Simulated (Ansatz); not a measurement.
**Effect of Eu → Be on Eu**

Start from Eu in the bcc (W type) structure (space group Im-3m, No. 229; a = 4.233 Å; ferromagnetic).

Perturbation: full substitution Eu → Be, then cell and atoms are relaxed.

All numbers come from Ansatz (a quantum-chemistry and plane-wave program), PBEsol, PAW, cutoff 420 eV, spin-orbit coupling left out, earlier PAW set. k-mesh 26×26×26 (Γ-centred); smearing 0.05 eV (Fermi–Dirac), for the changed cell.

The volume per atom shrinks by 30.18 Å³, from 37.92 Å³ to 7.74 Å³ and the density falls by 4.72 g/cm³ to 1.93 g/cm³. The lattice parameter a shrinks by 3.289 bohr (7.999 bohr → 4.710 bohr) and the space group remains Im-3m (No. 229). The shortest interatomic distance drops by 2.8487 bohr to 4.079 bohr and the band gap remains zero.

Final structure:

```yaml
crystal:
  lattice:
    - [-1.24616, 1.24616, 1.24616]
    - [1.24616, -1.24616, 1.24616]
    - [1.24616, 1.24616, -1.24616]
  atoms:
    - { symbol: Be, position: [0.00000, 0.00000, 0.00000] }
```

Cost of the whole job for the changed cell (relaxation, final SCF and bands): about 30 core-seconds (a rough figure).

The magnetic state is the one reached from the starting moments; the real material's order can differ, and small cells can't hold many antiferromagnetic ones. The state of the 4f shell was not checked for lower solutions. No phonon test of stability was made. For Be in this form, whether it has been made was not checked. This is not the structure that Be has at room temperature and ambient pressure.
